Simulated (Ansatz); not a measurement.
Consider Ta in the bcc (W type) structure (space group Im-3m, No. 229; relaxed with 0.1 eV smearing).

```xyz
1
Lattice="-1.6411 1.6411 1.6411 1.6411 -1.6411 1.6411 1.6411 1.6411 -1.6411" Properties=species:S:1:pos:R:3 pbc="T T T"
Ta     0.0000     0.0000     0.0000
```

Computed with Kohn–Sham DFT with the PBEsol functional, run in Ansatz (an electronic-structure program) with PAW and 420 eV plane waves, without spin-orbit coupling.

Base values:

Pressure: 0.0 GPa

Perturbation: every lattice vector is shortened by 2.50 %, atoms relaxed at fixed cell.

Predict the new energy relative to the base and pressure.

The energy increases by 69 meV/atom; the pressure goes from zero to 18.1 GPa.

The cells carry an imposed strain or load. No phonon test of stability was made. The final runs are not spin-polarised.
